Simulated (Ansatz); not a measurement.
We consider ZnCdO₂ (P3m1, No. 156, 4 atoms in the cell; start mp-1215505), described by r²SCAN in Ansatz (PAW).

The run printed, among other lines:

```
Crystal: 4 atoms, lattice volume = 55.200 Å³
Basis set: ecut = 560 eV, 1677 PW (Γ), exchange–correlation on 81×81×135 points (27 copies of the dense FFT grid, shifted against one another)
Bands: 27, of which v1, the nominal top of the filled ones, is band 22 counted from 1 (21 counted from 0)
Symmetry: 6 space group operations
Space group: P3m1 (ITA 156), of the structure as read, at distance tolerance 3.8e-5 Å
k-points: 330 of 3240 (time reversal used)
Functional: x = r2scan, c = r2scan; τ floored in thin density (d = 2e-4 eV/Å³)
SCF iter   1: F=—  HF=-12731.208990 eV  |F-HF|=—  |Δ(HF+E_count)|=         —  Δρ=1.59e-2  dr2=8.82e-2  dr2_τ=1.09e-1
SCF iter   2: F=—  HF=-12731.239919 eV  |F-HF|=—  |Δ(HF+E_count)|=   3.09e-2  Δρ=5.24e-3  dr2=1.03e-2  dr2_τ=1.51e-3
  ...
SCF iter  10: F=—  HF=-12731.238071 eV  |F-HF|=—  |Δ(HF+E_count)|=   2.03e-9  Δρ=1.92e-6  dr2=1.38e-9  dr2_τ=1.32e-10
SCF iter  11: F=-12731.238071 eV  HF=-12731.238071 eV  |F-HF|=1.76e-10  |Δ(HF+E_count)|=  2.44e-10  Δρ=9.12e-7  dr2=3.01e-10  dr2_τ=1.83e-11
SCF 1 converged in 11 iterations: F = -12731.238071 eV  dr2 = 3.01e-10
SCF converged after 11 iterations
Free energy (F): -12731.238071 eV
Internal energy: -12731.238038 eV  (E = F + TS)
E sigma→0 (E₀):  -12731.238055 eV
Fermi energy:    8.478616 eV
--- Forces (eV/Å), atoms counted from 1 ---
  atom   1  Zn     0.00000000    -0.00000000    -0.04018495
  atom   2  Cd    -0.00000000    -0.00000000     0.02561956
  atom   3  O      0.00000000     0.00000000    -0.03274166
  atom   4  O      0.00000000     0.00000000     0.04644476
--- Stress (GPa, compression-positive) ---
        0.972606       0.000000       0.000000
        0.000000       0.972606       0.000000
        0.000000       0.000000       0.956176
  P = ⅓ Tr σ = 0.9671 GPa (9.671 kbar)
```

Problem. Write an input file that could have produced this run (the log leaves some choices open).

Solution. This is not unique; one that fits is 
Ansatz 0.2 input:
```yaml
crystal:
  lattice:
    - [3.3693539983, 0.0, 0.0]
    - [-1.6846769991, 2.9179461568, 0.0]
    - [0.0, 0.0, 5.6145168492]
  atoms:
    - { symbol: Zn, position: [0.0, 0.0, 0.9968495519] }
    - { symbol: Cd, position: [0.6666666667, 0.3333333333, 0.4884195067] }
    - { symbol: O, position: [0.6666666667, 0.3333333333, 0.0985711507] }
    - { symbol: O, position: [0.0, 0.0, 0.6521597907] }
basis:
  ecutwfc: 560
  ecutrho_ratio: 4
  xc_grid: 3
kpoints:
  mp_grid: { grid: [18, 18, 10] }
hamiltonian:
  xc: r2scan
  dispersion: none
  pseudopotentials: { kind: paw }
scf:
  occupations: { method: fermi_dirac, width: 0.05 }
  convergence: { dr2_threshold: 0.0000000004 }
output:
  forces: true
  stress: true
  eigenvalues: true
```

The PAW data were made under PBE.

Note: cell and atoms aren't relaxed at this level (largest force component 0.05 eV/Å, pressure 1.0 GPa).

It cost about 110 core-seconds (a rough figure) of CPU time.

A start named mp-… is a Materials Project structure, which need not be a measured phase.

Ansatz is an electronic-structure program.
